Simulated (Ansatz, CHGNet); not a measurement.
**C11b WSi2: equilibrium volume per atom by level of theory**

No measured value is used here.

**Question.** Put these levels in order of the equilibrium volume per atom that they give for C11b WSi2, smallest first: CHGNet-r²SCAN (CHGNet), PBE (Ansatz, a first-principles code), PBE-D3(BJ) (Ansatz).

**Answer.** PBE-D3(BJ) (13.25 Å³/atom), CHGNet-r²SCAN (13.41 Å³/atom), PBE (13.67 Å³/atom)

Density-functional levels without +SOC have no spin–orbit coupling. Ansatz's density-functional and Hartree–Fock values are scalar-relativistic unless marked +SOC, with PAW data made under PBE.

Machine-learned potentials (CHGNet-r²SCAN) are trained on DFT data, which may include these solids.
